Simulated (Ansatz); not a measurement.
Structures of equal composition on the (100) surface of fcc Cu: a layer of Fe in place of the second plane; a layer of Fe in place of the third plane. The slabs share one bottom face, and each structure is named by its start. These are constructed structures in small cells; real faces may alloy, dewet or reconstruct in larger ones, and not all known structures of the face are among them. Slabs of about 9 Å with all that they carry, Fermi-Dirac smearing of 0.1 eV. Bottom of the slabs: a bare face, its two planes held. Relaxed from the named starts with such symmetry as they have, on meshes of like density; energies extrapolated to zero smearing; no spin-orbit coupling, no U. Spin-polarised runs, if any, are marked in brackets, and their order is one that fits the cell; the others ran without spin.

All values below come from PBE (plane waves to 420 eV, PAW; Ansatz, a program for electronic structure).

Question: Put the candidates in order of energy per 1x1 cell, lowest first, for PBE.

Answer: a layer of Fe in place of the third plane (0.000 eV [spin, 2.6 μB a cell]), a layer of Fe in place of the second plane (0.043 eV [spin, 2.8 μB a cell])
